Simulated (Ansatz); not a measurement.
SiPbO3 (model structure, started from the tetragonal perovskite type, P4mm, No. 99, 5 atoms in the cell), treated with G0W0@PBEsol+SOC in Ansatz (plane waves, hard PAW, contour deformation, complete-basis limit, spin–orbit shift from PBEsol).

Settings: largest k mesh 8×8×6 (not extrapolated in the mesh).

Cell (relaxed with PBEsol):

Space group P4mm (No. 99); a = b = 3.468 Å, c = 4.862 Å, α = β = γ = 90.00°

```json
[
 {"atom": "Si", "site": "1b", "symmetry": "4mm", "x": "0.5000", "y": "0.5000", "z": "0.4894"},
 {"atom": "Pb", "site": "1a", "symmetry": "4mm", "x": "0.0000", "y": "0.0000", "z": "0.0076"},
 {"atom": "O", "site": "1b", "symmetry": "4mm", "x": "0.5000", "y": "0.5000", "z": "0.8269"},
 {"atom": "O", "site": "2c", "symmetry": "2mm.", "x": "0.0000", "y": "0.5000", "z": "0.3910"}
]
```

**Question.** Give the computed band gap.

**Answer.** 
- band gap = 3.52 eV

Note: filled d or f shells below the valence bands can shift G0W0 gaps through exchange with them, which wasn't tested here; spin–orbit coupling enters as the shift of the gap found with a semilocal functional; the relaxation could raise the start's symmetry but not lower it, so the cell can be a saddle point.

The computed numbers hold no vibrational or temperature effects.

A model structure was made by putting elements into a prototype or built by hand; it is no filed structure, need not be a known phase, and can be a saddle point held by its symmetry.

Ansatz is a quantum-chemistry and plane-wave program.
